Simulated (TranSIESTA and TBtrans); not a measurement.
Run with TranSIESTA and TBtrans (open boundaries, self-consistent; PseudoDojo norm-conserving potentials, scalar-relativistic): PAO.BasisSize DZP, PAO.EnergyShift 0.15 eV, XC.Authors PBE, Mesh.Cutoff 200 Ry, ElectronicTemperature 300 K, TS.Voltage 0.0 eV, TBT.Elecs.Eta 0.001 eV, no spin polarisation.

Device: In chain with one C atom in place of In. Leads: straight In chain, spacing 2.9 Å. Geometry: 3 atoms about the centre moved by SIESTA (PBE, DZP) to a largest force of 0.03 eV/Å, all others as built, motion along the axis alone.

Problem. Predict: conductance at 300 K (G0 = 2e²/h); mean T from −0.5 to 0.5 eV.

Solution. conductance at 300 K (G0 = 2e²/h): 1.27; mean T from −0.5 to 0.5 eV: 0.99. The straight chain is held at its spacing; free chains may zigzag or dimerise. No spin-polarised start was tried, so a magnetic state, if there is one, is missed.
